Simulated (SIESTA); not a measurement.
# Several settings converged on the (110) slab of Bi (cut from a parent of space group no. 229; 4 atoms in the cell)

```yaml
crystal:
  lattice:
    - [3.44223, 0.00000, 0.00000]
    - [-4.58964, 3.24537, 0.00000]
    - [0.00000, 0.00000, 22.43172]
  atoms:
    - { symbol: Bi, position: [0.00000, 0.25000, 0.31206] }
    - { symbol: Bi, position: [0.00000, 0.75000, 0.43735] }
    - { symbol: Bi, position: [0.00000, 0.25000, 0.56264] }
    - { symbol: Bi, position: [0.00000, 0.75000, 0.68794] }
```

Base method: GGA PBEsol, numerical atomic orbitals TZP, PseudoDojo PBEsol standard norm-conserving potentials (rewritten from UPF to PSML) (SIESTA).

Base settings: XC.functional = GGA; XC.authors = PBEsol; potentials = PseudoDojo PBEsol standard; PAO.BasisSize = TZP; PAO.EnergyShift = 0.005 Ry; MeshCutoff = 300 Ry; kgrid.MonkhorstPack = 8 8 1; OccupationFunction = MP; OccupationMPOrder = 0; ElectronicTemperature = 100 meV.

Core times come from one kind of shared machine, to one figure; runs under 30 s give none.

**The vacuum**

The mesh stays at the base's, so the ladder's end is converged at best in this setting alone.

Only quantities that move along the ladder and can be compared are tabulated; forces are left out, as grid noise moves with the cell.

```csv
vacuum between outermost atoms (Å),free energy less the last step's (meV/atom)
3.0,-223.00
4.0,-82.25
5.0,-27.60
7.0,-0.03
10.0,0.05
14.0,-0.05
20.0,0.00
30.0,0.00
```

Smallest vacuum between outermost atoms (Å) that holds the free energy within 5 meV/atom of the last step, with all finer ones: 7.0; the step before is off by 28 meV/atom.

**The cutoff of the real-space grid**

The mesh stays at the base's, so the ladder's end is converged at best in this setting alone.

Only quantities that move along the ladder and can be compared are tabulated.

| MeshCutoff | free energy less the last step's (meV/atom) | core time / last (rough) |
|---|---|---|
| 180 Ry (210 Ry used) | -5.10 | 0.3 |
| 210 Ry (246 Ry used) | -2.33 | 0.2 |
| 300 Ry (303 Ry used) | -1.61 | 0.3 |
| 360 Ry (385 Ry used) | -0.57 | 0.7 |
| 450 Ry (537 Ry used) | -0.24 | 0.6 |
| 600 Ry (697 Ry used) | 0.00 | 1 |

Coarsest MeshCutoff that holds the free energy within 2 meV/atom of the last step, with all finer ones: 300 Ry (303 Ry used), at about 0.3 of the last step's time; the step before is off by 2.3 meV/atom.

**The depth of the relaxed slab**

On a (110) slab of Bi (cut from a parent of space group no. 229; 1 atoms in the cell), and deeper slabs.

In this ladder: MD.TypeOfRun = FIRE; MD.Steps = 40; MD.MaxForceTol = 0.02 eV/Ang.

Surface energy = (E_slab − N e_bulk)/2A, with e_bulk from the bulk crystal on its finest mesh (6084 k-points); errors per atom of slab and bulk, whose meshes differ, grow with N.

The mesh stays at the base's, so the ladder's end is converged at best in this setting alone.

Only quantities that move along the ladder and can be compared are tabulated; forces are left out, as grid noise moves with the cell.

```csv
atoms,surface energy (J/m²),relaxation steps,core time / last (rough)
1,0.704,1,–
2,0.456,11,0.1
3,0.490,16,0.3
5,0.489,24,1
```

Smallest size that holds the surface energy within 0.1 J/m² of the last step, with all finer ones: 2, at about 0.1 of the last step's time; the step before is off by 0.22 J/m².

On the base run: the starting cell comes from a database of computed structures (which also holds hypothetical and non-ambient phases and stackings), without a prior relaxation at this level. The slab is cut from that crystal, and its faces are unrelaxed. Its lattice was rescaled by up to half a per cent. Values carry the incompleteness of an atom-centred basis.

Left out of this page: 2 runs of the series outside the window shown, repeating another row's setting, or not comparable.
